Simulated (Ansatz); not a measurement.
# 1T (CdI2-type) MgI2

These are PBE-D3(BJ) (Ansatz, an electronic-structure program, plane waves, PAW) values and carry that method's errors.

Numerical settings: plane-wave cutoff 500 eV, 12×12×6 k mesh (along the axes of the cell as run), gaussian smearing 0.02 eV, scalar-relativistic PAW data made under PBE.

Cell: relaxed at this level.

```json
{
 "equilibrium_volume_per_atom": "33.54 Å³/atom",
 "lattice_constant_a": "4.124 Å",
 "c axis length": "6.830 Å",
 "band_gap": "3.52 eV (on the SCF k mesh)"
}
```

Measured, for comparison: lattice constant a 4.14 Å, lattice parameter c 6.88 Å (temperature not stated, copied from a table, unchecked, not corrected to a static lattice; as tabulated in Crystal Structures 1, 239 (1963)). Computed (rounded) less measured: lattice constant a not scored (unchecked), lattice parameter c not scored (unchecked). A static lattice is as a rule a little smaller and stiffer than an uncorrected measurement, which narrows the difference in the lattice constant a, lattice parameter c and would widen misses of the other sign.

Spin–orbit coupling is not included; with these elements it can move the gap by several tenths of an eV or more.

The computed numbers hold no vibrational or temperature effects.

The result took very roughly 80 core-seconds.
